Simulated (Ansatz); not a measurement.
monoclinic HfO2: the defect Y on the Hf site + O vacancy

The numbers are results of PBE, PAW (plane waves to 420 eV; Ansatz, a first-principles code), not measurements. Cell: 96 sites, 2×2×2 repeats of a cell of 12 atoms; final energies on a 2×2×2 shifted mesh. Sites at the start: the Hf site; O(1) 2.05 Å away. Charged cells carry a point-charge image correction with potential alignment at far atoms. Dielectric constants: PBE linear response of the host. Host gap at this level: 4.04 eV. Finite-size and sampling errors can reach tenths of an eV here. PBE underestimates the host's gap, which shifts levels and can delocalise carriers. Spin–orbit coupling is left out, which matters for these heavy elements. Each state is the lowest found from its start.

The name describes the start; the neighbours show where the atoms ended.

Charges with a result: +1, 0. Others weren't obtained, and one of them could lie lower, also by skipping a charge.

```tsv
charge	moment (μB)	point group	largest move off a lattice site (Å)	neighbours of the last Y atom of the defect at the end (Å)	image correction with alignment (eV)
+1	not spin-polarised	C1	0.25	O 2.15, O 2.21, O 2.22, O 2.24, O 2.28, O 2.28	-0.09
0	1.0	C1	0.14	O 2.16, O 2.25, O 2.25, O 2.30, O 2.30, O 2.31	0.00
```

Point groups are those of the whole cell at tolerances of 0.03 and 0.1 Å ("near" where only the looser one holds); none is given for unsettled states.

Transition levels above the valence-band maximum: ε(+1/0) = 2.72 eV. On the lower envelope of the bound states, inside the gap: (+1/0) at 2.72 eV.

Flagged in the runs: a host whose relaxation on this sampling wasn't shown to rest, a strain field that reaches the edge of the cell.

All states together cost around 3 core-hours (rough).
